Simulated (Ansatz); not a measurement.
An Ansatz (a program for electronic structure) input (PBEsol (Ansatz; PAW; 420 eV plane waves; no spin-orbit coupling)):

Ansatz 0.2 input:
```yaml
crystal:
  lattice:
    - [-1.5599523915, 1.5599523915, 8.4299472002]
    - [1.5599523915, -1.5599523915, 8.4299472002]
    - [1.5599523915, 1.5599523915, -8.4299472002]
  atoms:
    - { symbol: B, position: [0.4062720399, 0.9062720399, 0.5] }
    - { symbol: B, position: [0.6562720399, 0.6562720399, 0] }
    - { symbol: B, position: [0.3437279601, 0.3437279601, 0] }
    - { symbol: B, position: [0.0937279601, 0.5937279601, 0.5] }
    - { symbol: W, position: [0.5530685218, 0.0530685218, 0.5] }
    - { symbol: W, position: [0.8030685218, 0.8030685218, 0] }
    - { symbol: W, position: [0.1969314782, 0.1969314782, 0] }
    - { symbol: W, position: [0.9469314782, 0.4469314782, 0.5] }
basis: { ecutwfc: 420, ecutrho_ratio: 4, xc_grid: 2, fft_grid_basis: typed }
kpoints: { mp_grid: { grid: [18, 18, 18] } }
hamiltonian:
  xc: pbesol
  dispersion: none
  pseudopotentials: { kind: paw }
scf: { occupations: { method: fermi_dirac, width: 0.05 }, convergence: { dr2_threshold: 0.0000000008 } }
output: { forces: true, stress: true }
```

Task: Which symmetry and how many k-points will the program report, and about how many plane waves at Γ?

Result: Space group I41/amd (ITA 141) with 16 operations, k-points 480 of 5832, and 1641 plane waves at Γ.

Whether these cells are dynamically stable was not tested. The final runs are not spin-polarised. The cell is WB (space group I4_1/amd, No. 141).
